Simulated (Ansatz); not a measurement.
Defect: interstitial N in beta Ga2O3, charge state -1. The step: a concerted move, in which N travels most; the atom moves 2.60 Å along (0.18, 0.18, -0.12) of the unit cell; at the start the N atom holds a host O site and a host atom stands off its site; at the end the N atom holds a host O site and a host atom stands off its site; the moving atom starts with neighbours Ga at 1.84, Ga at 1.89; O at 1.40 Å and ends with Ga at 1.84, Ga at 1.89; O at 1.40 Å. A PBE band in Ansatz (plane-wave PAW, the Γ point alone, 120 host sites, 244 SCF runs with any check of the saddle's order, static, no finite-size correction) gives a forward barrier of 0.80 eV. The program found a first-order saddle point. The charge state is imposed; whether it is stable for some Fermi level was not computed. Sites that were not tried may lie lower.

Single points at the band's start and saddle point can refine it. Rough cost of one point, in units of the band's mean SCF on the same machine:

| Level | Cost of one point |
|---|---|
| PBE, a 2×2×2 k-point mesh shifted by half a step | about 7 |
| r2SCAN at 500 eV, the Γ point alone | under 2 |

**Question.** Which of these move the barrier by more than 0.1 eV, and how far does each move it?

**Answer.** PBE, a 2×2×2 k-point mesh shifted by half a step: -0.12 eV; r2SCAN at 500 eV, the Γ point alone: -0.04 eV. Each functional is compared with PBE at the same k-points.

Ansatz is a program for electronic structure.
